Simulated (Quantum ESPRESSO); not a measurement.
A self-consistent single point of InSe (P-6m2, 8 atoms in the cell) with Quantum ESPRESSO.

Computed with LDA (PZ), GBRV 1.5 ultrasoft (LDA) pseudopotentials (plane waves; Quantum ESPRESSO 7.5).

The change in words: lattice scaled by 0.98. Reference geometry:
```
InSe
1.0
    4.04733     0.00000     0.00000
   -2.02366     3.50509     0.00000
    0.00000     0.00000    18.05206
In Se
4 4
Direct
  0.00000   0.00000   0.57739
  0.00000   0.00000   0.42261
  0.33333   0.66667   0.92261
  0.33333   0.66667   0.07739
  0.66667   0.33333   0.85300
  0.66667   0.33333   0.14700
  0.33333   0.66667   0.64702
  0.33333   0.66667   0.35298
```

Reference input (self-consistent single point, DFT, LDA (PZ), plane waves, GBRV 1.5 ultrasoft (LDA) pseudopotentials): ecutwfc = 40 Ry; ecutrho = 200 Ry; occupations = smearing; smearing = fermi-dirac; degauss = 0.000734986 Ry; potentials = {In: in_lda_v1.4.uspp.F.UPF, Se: se_lda_v1.uspp.F.UPF}; K_POINTS = automatic 5 5 1 0 0 0; conv_thr = 1e-10 Ry. This run's input differs from it in these lines:

```diff
@@ -10,3 +10,3 @@
    ibrav = 0
-   celldm(1) = 7.648345675
+   celldm(1) = 7.495378187
    nat = 8
@@ -39,3 +39,3 @@
   -0.500000000     0.866025404     0.000000000
-   0.000000000     0.000000000     4.460238963
+   0.000000000     0.000000000     4.460239356
```

The program printed (abridged):

```
     Self-consistent Calculation

     iteration #  1     ecut=    40.00 Ry     beta= 0.70

     total energy              =    -701.60946942 Ry
     estimated scf accuracy    <       8.30858166 Ry

     iteration #  2     ecut=    40.00 Ry     beta= 0.70

     total energy              =    -704.68082643 Ry
     estimated scf accuracy    <       3.92764249 Ry

     iteration #  3     ecut=    40.00 Ry     beta= 0.70

     total energy              =    -705.32584825 Ry
     estimated scf accuracy    <       0.73331376 Ry

   [... 7 blocks of this kind left out ...]

     iteration # 11     ecut=    40.00 Ry     beta= 0.70

     total energy              =    -705.46343314 Ry
     estimated scf accuracy    <          4.7E-10 Ry

     iteration # 12     ecut=    40.00 Ry     beta= 0.70
     End of self-consistent calculation

     the Fermi energy is     5.7306 ev

!    total energy              =    -705.46343314 Ry
     estimated scf accuracy    <          2.4E-11 Ry
     smearing contrib. (-TS)   =      -0.00000000 Ry
     internal energy E=F+TS    =    -705.46343314 Ry

     convergence has been achieved in  12 iterations

     Forces acting on atoms (cartesian axes, Ry/au):

     atom    1 type  1   force =     0.00000000    0.00000000   -0.00912605
     atom    2 type  1   force =    -0.00000000   -0.00000000    0.00912605
     atom    3 type  1   force =     0.00000000    0.00000000    0.00925696
     atom    4 type  1   force =    -0.00000000   -0.00000000   -0.00925696
     atom    5 type  2   force =     0.00000000   -0.00000000   -0.01298227
   [... lines left out ...]

     Total force =     0.031800     Total SCF correction =     0.000031

          total   stress  (Ry/bohr**3)                   (kbar)     P=        0.24
   0.00000723  -0.00000000  -0.00000000            1.06       -0.00       -0.00
  -0.00000000   0.00000723   0.00000000           -0.00        1.06        0.00
   0.00000000  -0.00000000  -0.00000961            0.00       -0.00       -1.41

   JOB DONE.
```

The run converged in 12 iterations. Against the reference run the free energy goes down by 10.9 meV/atom, the pressure goes from -2.74 to 0.02 GPa, the largest force goes from 0.150 to 0.334 eV/Å and the gap on the mesh goes from 0.480 to 0.634 eV. The full log also holds: “c_bands:  1 eigenvalues not converged”.

The starting cell comes from a database of computed structures (which also holds hypothetical and non-ambient phases and stackings), without a prior relaxation at this level. For this run, on top of that: lattice scaled by 0.98.

Cost on one core of a shared machine: roughly 50 s.
